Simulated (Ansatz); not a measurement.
Wurtzite BN (high-pressure phase), relaxed in Ansatz (plane waves) with several semilocal functionals. Each gives its own volume and its own elastic constant C11:

```json
[
 {"level": "LDA", "V0 (Å³/atom)": "5.756", "elastic constant C11 (GPa)": "988.0", "ln V0": "1.7502", "ln C11": "6.8957"},
 {"level": "r²SCAN+rVV10", "V0 (Å³/atom)": "5.881", "elastic constant C11 (GPa)": "981.7", "ln V0": "1.7717", "ln C11": "6.8893"},
 {"level": "r²SCAN", "V0 (Å³/atom)": "5.895", "elastic constant C11 (GPa)": "976.7", "ln V0": "1.7741", "ln C11": "6.8842"},
 {"level": "PBE", "V0 (Å³/atom)": "5.969", "elastic constant C11 (GPa)": "923.2", "ln V0": "1.7866", "ln C11": "6.8278"},
 {"level": "revPBE", "V0 (Å³/atom)": "6.041", "elastic constant C11 (GPa)": "901.3", "ln V0": "1.7986", "ln C11": "6.8038"},
 {"level": "BLYP", "V0 (Å³/atom)": "6.081", "elastic constant C11 (GPa)": "893.7", "ln V0": "1.8052", "ln C11": "6.7954"}
]
```

Question: Fit a straight line to ln C11 against ln V0. What does it predict for RPBE, whose volume is 6.063 Å³/atom?

Answer: With x = ln V0 and y = ln C11: means 1.78107 and 6.84937; Σ(Δx Δy) = -0.004268, Σ(Δx²) = 0.002009, so the slope is -2.12. At x = 1.8022 the line gives y = 6.84937 + (-2.12) × (1.8022 − 1.78107) = 6.8046, or 902.0 GPa. The run with RPBE gives 895.0 GPa, -0.8 % from the line. The rows used scatter about it by up to 2.0 %, while the largest value lies 11 % above the smallest.

Ansatz's density-functional and Hartree–Fock values are scalar-relativistic unless marked +SOC, with PAW data made under PBE.

Ansatz is a first-principles code.
